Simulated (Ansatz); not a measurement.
The parent structure is KCl in the rock salt structure (space group Fm-3m, No. 225; a = 6.244 Å). Axes: x, y, z lie along the cube axes.

The values are results of PBEsol, PAW, 420 eV (Ansatz, a program for electronic structure; no SOC), not measurements.

Base values:

* **Electron mass**: 0.43 mₑ (at Γ)
* **Valley order**: Γ 5.10 eV; X along ⟨100⟩ 6.37 eV

Perturbation: compressive biaxial strain of 2.44 % in the plane normal to [001], as in epitaxy on a mismatched substrate; the out-of-plane cell vector and the atoms relax.

Q: Estimate the effect on the electron mass, out-of-plane strain and valley order.

A: The electron mass becomes 0.41 mₑ out of plane, 0.44 mₑ in plane (at Γ) (base: 0.43 mₑ (at Γ)); the out-of-plane strain is +0.71 %; the valley order (the lowest conduction-band minima on the path, energy above the VBM, named in the base's zone) changes from Γ 5.10 eV; X along ⟨100⟩ 6.37 eV to Γ 5.23 eV; X along [100] 6.29 eV; X along [001] 6.33 eV.

The levels and masses belong to the bands next to the band gap. Masses are band curvatures over ±0.01 Å⁻¹ around the edge. Whether these cells are dynamically stable was not tested.
